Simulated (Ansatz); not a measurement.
Base system: PbI2 in the 2H-MoS2 type structure (space group P6_3/mmc, No. 194; a = 4.273 Å, c = 14.362 Å; a hypothetical phase, not in the database extracts checked).

It is then changed as follows: a hydrostatic pressure of 3 GPa.

Levels (all Ansatz, an electronic-structure program, PAW, earlier PAW set): PBEsol-D3(BJ) (420 eV, no SOC); HSE06 (420 eV, no SOC); PBEsol+SOC (420 eV, noncollinear with spin-orbit coupling).

One geometry, relaxed with PBEsol-D3(BJ), under each level:

The valence-band top lists the three highest levels at Γ (Kramers pairs under SOC), from the VBM.

```tsv
level	band gap	lowest conduction level above the VBM at special points	valence-band top at Γ	electron mass	hole mass
PBEsol-D3(BJ)	0.33 eV	K 0.33 eV; M 0.82 eV; H 0.87 eV; Γ 2.49 eV	0.00, -0.88, -0.88 eV	0.28 mₑ along c, 0.41 mₑ across (at K)	0.21 mₑ along c, 0.52 mₑ across (at Γ)
HSE06	[?]	[?]	–	–	–
PBEsol+SOC	0.06 eV	K 0.06 eV; M 0.54 eV; H 0.41 eV; L 1.22 eV	0.00, -0.70, -1.06 eV	0.31 mₑ along c, 0.44 mₑ across (at K)	0.21 mₑ along c, 0.31 mₑ across (at Γ)
```

Question: Give the withheld HSE06 results.

Answer: 
- HSE06, band gap: 0.81 eV
- HSE06, lowest conduction level above the VBM at special points: K 0.81 eV; M 1.37 eV; H 1.36 eV; Γ 3.27 eV

Single points use the geometry relaxed with PBEsol-D3(BJ). HSE06 gaps are upper bounds (no full band path). Differences between runs with and without spin-orbit coupling are approximate. Spin-orbit coupling, missing from the scalar runs, can matter with I and Pb. Load acts through the strain it causes; cell and atoms are relaxed under it. Masses are band curvatures over ±0.01 Å⁻¹ around the edge. Stability against distortions was not tested. A zero or small gap of PbI2 under pressure 3 GPa can be the functional's error rather than a property of the material.
